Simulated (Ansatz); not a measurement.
Take BAs in the zinc blende structure (space group F-43m, No. 216; a = 4.732 Å) as the base. Axes: x, y, z lie along the cube axes.

Method: LDA in Ansatz (plane waves to 420 eV, PAW, no spin-orbit coupling).

Strains are applied to the cell and any free atomic positions relax.

One change was made to it. Results:

The valence-band top at Γ (three highest levels, from the VBM) goes from 0.00, 0.00, 0.00 eV to 0.00, -0.03, -0.05 eV; the energy is nearly the same; the smallest direct gap drops by 0.07 eV to 3.22 eV.

### Question
Which of these changes matches the shifts?
A. tensor shear ε_xy = +1.71 %
B. tensor shear ε_xy = +1.43 %
C. tensor shear ε_xy = +0.29 %

### Answer
C, tensor shear ε_xy = +0.29 %. For comparison, the valence-band top at Γ in the other runs: tensor shear ε_xy = +1.43 % gives 0.00, -0.14, -0.25 eV; tensor shear ε_xy = +1.71 % gives 0.00, -0.17, -0.29 eV.

Whether these cells are dynamically stable was not tested.

Ansatz is a quantum-chemistry and plane-wave program.
